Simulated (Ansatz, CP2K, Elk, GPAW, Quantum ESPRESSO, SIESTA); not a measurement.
# TlSbS2 (P-1, 8 atoms in the cell) computed with different codes at matched settings

Self-consistent single point.

```
CELL_PARAMETERS angstrom
      6.43032     0.00000     0.00000
      0.13669     6.55663     0.00000
      2.52178     2.84341     6.01819
ATOMIC_POSITIONS crystal
  Tl 0.87064 0.61402 0.74368
  Tl 0.12936 0.38598 0.25632
  Sb 0.40930 0.08577 0.75110
  Sb 0.59070 0.91423 0.24890
  S  0.78230 0.09192 0.79031
  S  0.21770 0.90808 0.20969
  S  0.37114 0.72112 0.73003
  S  0.62886 0.27888 0.26997
```

Shared settings, as Ansatz (a program for electronic structure) writes them: kpoints.mp_grid.grid = 2 2 2; scf.occupations.method = fermi_dirac; scf.occupations.width = 0.0007 Ry. Potentials and cutoffs stand in the table.

```csv
code,model,pressure (GPa),largest force (eV/Å),gap on the mesh (eV),cutoff
GPAW,"LDA (Perdew-Wang 92), GPAW PAW datasets LDA (gpaw-data 1.0.1)",-4.32,0.760,1.146,600 eV
Elk,"LDA (PW92), all-electron FP-LAPW, Elk's shipped species files, LAPW+lo basis",–,–,1.168,rgkmax 7.5
Quantum ESPRESSO,"LDA (PW92), PseudoDojo standard norm-conserving (LDA) pseudopotentials",-4.09,0.689,1.162,85 Ry
SIESTA,"LDA PW92, numerical atomic orbitals DZP, PseudoDojo LDA standard norm-conserving potentials (rewritten from UPF to PSML)",-3.95,0.182,1.157,grid 300 Ry
CP2K,"LDA (Pade form), GPW, DZVP-MOLOPT-PBE-GTH basis, GTH-PBE potentials (POTENTIAL_UZH)",-2.26,0.131,1.122,grid 500 Ry
Ansatz,"LDA (PW92), PAW files made with PBE",-4.17,0.719,1.171,default
```

Size of the force on each atom (eV/Å): Sizes of forces hide their directions.

| code | Tl1 | Tl2 | Sb3 | Sb4 | S5 | S6 | S7 | S8 |
|---|---|---|---|---|---|---|---|---|
| GPAW | 0.041 | 0.041 | 0.760 | 0.760 | 0.643 | 0.643 | 0.582 | 0.582 |
| Quantum ESPRESSO | 0.041 | 0.041 | 0.689 | 0.689 | 0.585 | 0.585 | 0.517 | 0.517 |
| SIESTA | 0.041 | 0.041 | 0.142 | 0.142 | 0.182 | 0.182 | 0.101 | 0.101 |
| CP2K | 0.044 | 0.044 | 0.050 | 0.050 | 0.131 | 0.131 | 0.096 | 0.096 |
| Ansatz | 0.041 | 0.041 | 0.719 | 0.719 | 0.615 | 0.615 | 0.549 | 0.549 |

A dash marks a value that a program does not give, or that is left out as unsure.

Gaps are read on the mesh.

On Ansatz's run: spin-orbit coupling is off.

The spread over the programs that give each value: pressure within 2.06 GPa; largest force within 0.629 eV/Å; gap on the mesh within 0.049 eV.

SIESTA and CP2K use small atom-centred bases, whose incompleteness enters pressures, forces and empty levels differently from a plane-wave cutoff. Elk treats all electrons, but the usual bases taken here (sphere radii, linearisation, local orbitals, empty states) were not tested for convergence, so the values are no reference for the others. Ansatz's pressure is given at a fixed set of plane waves, as the other plane-wave codes print theirs. In the pressure, CP2K (by 1.91) lies more than 1 GPa from the median of the plane-wave programs. In the force vectors, SIESTA (by 0.578) and CP2K (by 0.720) lie more than 0.08 eV/Å from the median of the plane-wave programs.

The shared mesh is coarse (it stands for a supercell whose shortest vector is 13 Å), so the values are not converged in it.

The starting cell comes from a database of computed structures (which also holds hypothetical and non-ambient phases and stackings), without a prior relaxation at this level. Its lattice was rescaled by a random factor within 2.5 % of one.

Keys are those of Ansatz 0.2.
